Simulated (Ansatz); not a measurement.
Consider GaAs in the zinc blende structure (space group F-43m, No. 216; a = 5.746 Å).

Structures relaxed with PBE in Ansatz (plane waves to 420 eV, PAW, no spin-orbit coupling), earlier PAW set.

Base:

Simulated powder pattern, Cu Kα1, λ = 1.54056 Å (kinematic, ideal powder, no thermal factors, no anomalous dispersion; the 10 strongest lines at most, above 2 %, up to 2θ = 90°):

```json
[
 {"2θ (°)": "26.85", "I/Imax (%)": "100", "hkl": "(111)"},
 {"2θ (°)": "44.56", "I/Imax (%)": "75", "hkl": "(220)"},
 {"2θ (°)": "52.80", "I/Imax (%)": "45", "hkl": "(311)"},
 {"2θ (°)": "64.85", "I/Imax (%)": "12", "hkl": "(400)"},
 {"2θ (°)": "71.51", "I/Imax (%)": "18", "hkl": "(331)"},
 {"2θ (°)": "82.10", "I/Imax (%)": "24", "hkl": "(422)"},
 {"2θ (°)": "88.30", "I/Imax (%)": "14", "hkl": "(511)"}
]
```

After one change:

Simulated powder pattern, Cu Kα1, λ = 1.54056 Å (kinematic, ideal powder, no thermal factors, no anomalous dispersion; the 10 strongest lines at most, above 2 %, up to 2θ = 90°):

```json
[
 {"2θ (°)": "31.74", "I/Imax (%)": "48"},
 {"2θ (°)": "31.91", "I/Imax (%)": "41"},
 {"2θ (°)": "32.02", "I/Imax (%)": "100"},
 {"2θ (°)": "37.11", "I/Imax (%)": "19"},
 {"2θ (°)": "53.18", "I/Imax (%)": "32"},
 {"2θ (°)": "53.24", "I/Imax (%)": "15"},
 {"2θ (°)": "53.42", "I/Imax (%)": "27"},
 {"2θ (°)": "53.74", "I/Imax (%)": "19"},
 {"2θ (°)": "63.38", "I/Imax (%)": "17"},
 {"2θ (°)": "79.05", "I/Imax (%)": "12"}
]
```

Question: Name the change that was made.
A) x(N) = 0.75, 8 atoms, P-43m
B) x(N) = 0.75, 8 atoms, Cm
C) x(N) = 0.25, 8 atoms, P-4m2
D) x(N) = 0.25, 8 atoms, Pmm2

Answer: B, x(N) = 0.75, 8 atoms, Cm. Its volume per atom is 14.28 Å³ against 23.71 Å³, and its space group is Cm (No. 8).

Each cell is one ordered arrangement of few atoms, which overstates ordering effects compared with a random alloy. Whether these cells are dynamically stable was not tested. The final runs are not spin-polarised.

Ansatz is a quantum-chemistry and plane-wave program.
